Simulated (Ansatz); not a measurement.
# TiO2 in the rutile structure (space group P4_2/mnm, No. 136)

Space group P4₂/mnm (No. 136); a = 4.591 Å, b = 4.591 Å, c = 2.939 Å, α = 90.00°, β = 90.00°, γ = 90.00°

```
atom  site  symmetry       x       y       z
----  ----  --------  ------  ------  ------
Ti      2a      m.mm  0.0000  0.0000  0.0000
O       4f      m.2m  0.3044  0.3044  0.0000
```

Method: DFT with PBEsol, PAW potentials and a 420 eV plane-wave cutoff in Ansatz (a first-principles code), scalar-relativistic without spin-orbit coupling. Settings: 7×7×11 k-points, 0.05 eV Fermi–Dirac smearing.

* **Volume per atom**: 10.33 Å³
* **Density**: 4.28 g/cm³
* **Band gap**: 1.87 eV, direct at Γ
* **Electron mass**: 0.54 mₑ along c, 1.1 mₑ across
* **Total energy**: -1199.935 eV/atom (σ→0; compares only within this code and set-up)

Masses are band curvatures over ±0.01 Å⁻¹ around the edge. Stability against distortions was not tested. All final runs are without spin polarisation.
